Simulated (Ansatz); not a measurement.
Model: Si(111) 1x1 surface, 6 top atoms, 3 bilayers, bottom bilayer H-capped and fixed, every top atom capped by H; cell 11.5 x 6.6 Å; two neighbouring H replaced by SH; about 7 Å thick over the host's atoms, 18 atoms held. Method: PBE-D3(BJ) (plane waves to 420 eV, PAW; Ansatz, an electronic-structure program). Sampling: 1x2x1 k points. The slab states were run without spin polarisation. A thicker slab, a larger cell or a denser mesh can move such energies by a tenth of an eV or more. Energies are static: no zero-point or thermal part. Each state was relaxed from one prepared geometry.

End state of this step: the surface fragment of GeH4 exchanges a second ligand with a neighbouring S-H group. Atoms near the product:

```csv
atom,x (Å),y (Å),z (Å)
H(14),-0.030,0.020,11.029
H(29),3.827,-0.115,10.986
S(48),1.906,-2.958,11.634
H(49),1.354,0.559,13.358
Ge(a0),3.856,2.899,12.448
H(a2),3.878,1.371,12.326
H(a3),1.589,-0.127,13.162
H(a4),3.848,3.389,13.906
```

Q: What energy does it take to move H2 into the gas, one a cell, with the surface relaxed behind it, and what are its closest contacts before it leaves?

A: 0.08 eV. Its closest contacts to the rest of the cell: H(a3)...H(14) 2.68 Å, H(49)...H(14) 2.76 Å, H(49)...H(a2) 2.85 Å.
